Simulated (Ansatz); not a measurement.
## Input and output of a self-consistent single point for CsCu₂Cl₃ (Cmcm, 12 atoms in the cell) (Ansatz)

Method: r2SCAN, default PAW files made with PBE (plane waves; Ansatz, a first-principles code).

This input was run:

Ansatz 0.2 input:
```yaml
# CsCu2Cl3
crystal:
  lattice:
    - [4.74904000, -5.94340000, 0.00000000]
    - [4.74904000, 5.94340000, 0.00000000]
    - [0.00000000, 0.00000000, 5.59440000]
  atoms:
    - { symbol: Cs, position: [0.31540000, 0.68460000, 0.25000000] }
    - { symbol: Cs, position: [0.68460000, 0.31540000, 0.75000000] }
    - { symbol: Cu, position: [0.83580000, 0.83580000, 0.00000000] }
    - { symbol: Cu, position: [0.16420000, 0.16420000, 0.50000000] }
    - { symbol: Cu, position: [0.16420000, 0.16420000, 0.00000000] }
    - { symbol: Cu, position: [0.83580000, 0.83580000, 0.50000000] }
    - { symbol: Cl, position: [0.88670000, 0.11330000, 0.25000000] }
    - { symbol: Cl, position: [0.11330000, 0.88670000, 0.75000000] }
    - { symbol: Cl, position: [0.83100000, 0.59920000, 0.25000000] }
    - { symbol: Cl, position: [0.16900000, 0.40080000, 0.75000000] }
    - { symbol: Cl, position: [0.59920000, 0.83100000, 0.75000000] }
    - { symbol: Cl, position: [0.40080000, 0.16900000, 0.25000000] }
kpoints:
  mp_grid: { grid: [2, 2, 3] }
hamiltonian:
  xc: r2scan
  pseudopotentials: { kind: paw }
scf:
  occupations: { method: cold, width: 0.05 }
output:
  forces: true
  eigenvalues: true
  stress: true
```

Log, with long lists cut:

```
WARN basis.ecutwfc = 500 eV, the default
WARN ansatz: RAYON_NUM_THREADS=1 ignored (pool sized by the plan → 1); use --threads N
Pseudopotentials: kind: paw
Pseudopotential: Cs, paw, valence charge 9
Pseudopotential: Cu, paw, valence charge 19
Pseudopotential: Cl, paw, valence charge 7
Crystal: 12 atoms, lattice volume = 315.809 Å³
Basis set: ecut = 500 eV, 8009 PW (Γ), exchange–correlation on 240×240×180 points (64 copies of the dense FFT grid, shifted against one another)
Bands: 82, of which v1, the nominal top of the filled ones, is band 68 counted from 1 (67 counted from 0)
Symmetry: 8 space group operations
Space group: Cmcm (ITA 63), of the structure as read, at distance tolerance 6.8e-5 Å
k-points: 6 of 12
PAW frozen core: Cs, regenerated for the run's functional
PAW frozen core: Cu, regenerated for the run's functional
PAW frozen core: Cl, regenerated for the run's functional
Initial density: superposition of atomic densities (neutral atoms: chi_scale 0, normalization atom), corrected by the library's trained network
Initial wavefunctions: pseudopotential atomic-orbital guess
Eigensolver: davidson
Functional: x = r2scan, c = r2scan; τ floored in thin density (d = 2e-4 eV/Å³)
SCF iter   1: F=—  HF=-44411.906921 eV  |F-HF|=—  |Δ(HF+E_count)|=         —  Δρ=1.96e-2  dr2=7.11e-1  dr2_τ=1.90e-2  ethr=1.77e-3  ⟨swp⟩=7.2  Hψ=2078  notcnv=0  defer=7
all-band conjugate gradients solve this SCF's bands
preconditioner: auto → Resta (q_TF=auto, 2.371 Å⁻¹)
SCF iter   2: F=—  HF=-44411.928078 eV  |F-HF|=—  |Δ(HF+E_count)|=   2.12e-2  S|Δr|=    0.00e0  Δρ=1.06e-2  dr2=2.09e-1  dr2_τ=6.83e-3  ethr=5.23e-4  ⟨swp⟩=2.7  Hψ=1006  notcnv=0  defer=40
SCF iter   3: F=—  HF=-44411.840034 eV  |F-HF|=—  |Δ(HF+E_count)|=   8.80e-2  S|Δr|=    0.00e0  Δρ=4.25e-3  dr2=3.57e-2  dr2_τ=4.37e-4  ethr=1.54e-4  ⟨swp⟩=2.0  Hψ=882  notcnv=0  defer=40
SCF iter   4: F=—  HF=-44411.833725 eV  |F-HF|=—  |Δ(HF+E_count)|=   6.31e-3  S|Δr|=    0.00e0  Δρ=5.35e-4  dr2=8.44e-4  dr2_τ=9.68e-5  ethr=2.63e-5  ⟨swp⟩=2.0  Hψ=644  notcnv=0  defer=40
SCF iter   5: F=—  HF=-44411.834025 eV  |F-HF|=—  |Δ(HF+E_count)|=   3.00e-4  S|Δr|=    0.00e0  Δρ=2.04e-4  dr2=1.84e-4  dr2_τ=8.52e-6  ethr=6.21e-7  ⟨swp⟩=2.0  Hψ=746  notcnv=0  defer=40
SCF iter   6: F=—  HF=-44411.834043 eV  |F-HF|=—  |Δ(HF+E_count)|=   1.77e-5  S|Δr|=    0.00e0  Δρ=7.28e-5  dr2=1.21e-5  dr2_τ=3.09e-7  ethr=1.35e-7  ⟨swp⟩=2.0  Hψ=700  notcnv=0  defer=40
SCF iter   7: F=—  HF=-44411.833897 eV  |F-HF|=—  |Δ(HF+E_count)|=   1.45e-4  S|Δr|=    0.00e0  Δρ=1.82e-5  dr2=1.16e-6  dr2_τ=4.69e-8  ethr=8.87e-9  ⟨swp⟩=2.8  Hψ=756  notcnv=0  defer=40
SCF iter   8: F=-44411.833898 eV  HF=-44411.833898 eV  |F-HF|=2.77e-8  |Δ(HF+E_count)|=   3.53e-7  S|Δr|=    0.00e0  Δρ=5.96e-6  dr2=9.15e-8  dr2_τ=7.55e-9  ethr=7.35e-11  ⟨swp⟩=11.3  Hψ=2636  notcnv=0
SCF 1 converged in 8 iterations: F = -44411.833898 eV  dr2 = 9.15e-8
SCF converged after 8 iterations
Stability not checked (fill_not_monotonic)
Free energy (F): -44411.833898 eV
Harris-Foulkes:  -44411.833898 eV  (|F-HF|=2.77e-8)
Internal energy: -44411.833898 eV  (E = F + TS)
E sigma→0 (E₀):  -44411.833898 eV
Fermi energy:    6.401588 eV
Step filling:    the computed levels leave a gap of 2.1904 eV = 43.8 smearing widths
--- Per-component energies (eV) ---
  E_band       = -2455.131917
  E_kinetic    = 2452.531127
  E_local      = -31606.503715  (includes V_loc(G=0)·N_el)
  E_nonlocal   = 1886.316286
  E_hartree    = 14193.855180
  E_xc         = -1275.255997
  E_vxc        = -1565.838391  (∫ρ·V_xc dr)
  E_paw        = -20964.316949  (= ΣΔE_a)
  E_vpaw       = -2098.527552  (= ΣTr[D̂ρ^β])
  E_aug_tail   = 0.000779  (compensation charges beyond the density's cutoff)
  E_vtau       = 89.132694  (kinetic-family band-sum trace: ∫τ·v_τ [+ j·A + Jᵃ·Aᵃ] dr)
  E_ewald      = -9096.537494
  E_core_change = -1.923114  (= ΣΔE_core)
  E_smearing   = 0.000000  (= −TS)
  E_closure    = 0.000000  (closes the sum)
  Σ components = -44411.833898   (vs F -44411.833898, Δ=0.00e0)
--- Forces (eV/Å), atoms counted from 1 ---
  atom   1  Cs     0.00000000    -0.00647494    -0.00000000
  atom   2  Cs     0.00000000     0.00647494     0.00000000
  atom   3  Cu     0.08332811    -0.00000000     0.00000000
  atom   4  Cu    -0.08332811    -0.00000000     0.00000000
  atom   5  Cu    -0.08332811     0.00000000    -0.00000000
  atom   6  Cu     0.08332811     0.00000000    -0.00000000
  atom   7  Cl     0.00000000    -0.25506437    -0.00000000
  atom   8  Cl     0.00000000     0.25506437     0.00000000
  atom   9  Cl     0.07697897    -0.00774416    -0.00000000
  atom  10  Cl    -0.07697897     0.00774416     0.00000000
  atom  11  Cl     0.07697897     0.00774416    -0.00000000
  atom  12  Cl    -0.07697897    -0.00774416     0.00000000
  max |Σ_I F_I| component: 2.78e-17 eV/Å
--- Stress (GPa, compression-positive) ---
       -0.650413       0.000000      -0.000000
        0.000000      -0.266110      -0.000000
       -0.000000      -0.000000      -1.114326
  P = ⅓ Tr σ = -0.6769 GPa (-6.769 kbar)
  The stress holds the Pulay correction. Without it, at fixed plane waves, as pw.x and ABINIT print it: P = -0.7076 GPa
--- Band table (eV; the first three rows and the last of 6) ---
  k-point 0: bands = ["-109.1519", "-109.1518", "-109.1507", "-109.1506", "-65.0712", "-65.0710", "-65.0514", "-65.0512", "-65.0264", "-65.0262", "-65.0245", "-65.0243", "-65.0216", "-65.0199", "-65.0193", "-65.0177", "-16.5930", "-16.5800", [...]
  k-point 1: bands = ["-109.1516", "-109.1515", "-109.1510", "-109.1509", "-65.0662", "-65.0660", "-65.0563", "-65.0561", "-65.0259", "-65.0258", "-65.0250", "-65.0248", "-65.0212", "-65.0203", "-65.0189", "-65.0181", "-16.5862", "-16.5797", [...]
  k-point 2: bands = ["-109.1519", "-109.1518", "-109.1507", "-109.1506", "-65.0712", "-65.0710", "-65.0514", "-65.0512", "-65.0264", "-65.0262", "-65.0245", "-65.0243", "-65.0216", "-65.0199", "-65.0193", "-65.0177", "-16.5891", "-16.5834", [...]
  k-point 5: bands = ["-109.1516", "-109.1515", "-109.1510", "-109.1509", "-65.0662", "-65.0660", "-65.0563", "-65.0561", "-65.0259", "-65.0258", "-65.0250", "-65.0248", "-65.0212", "-65.0203", "-65.0189", "-65.0181", "-16.5827", "-16.5821", [...]
```

The run converged in 8 iterations.

The starting cell comes from a database of published, mostly measured structures (it also holds non-ambient and calculated ones), without a prior relaxation at this level. Ansatz's pressure includes its estimate of the finite-basis (Pulay) stress.
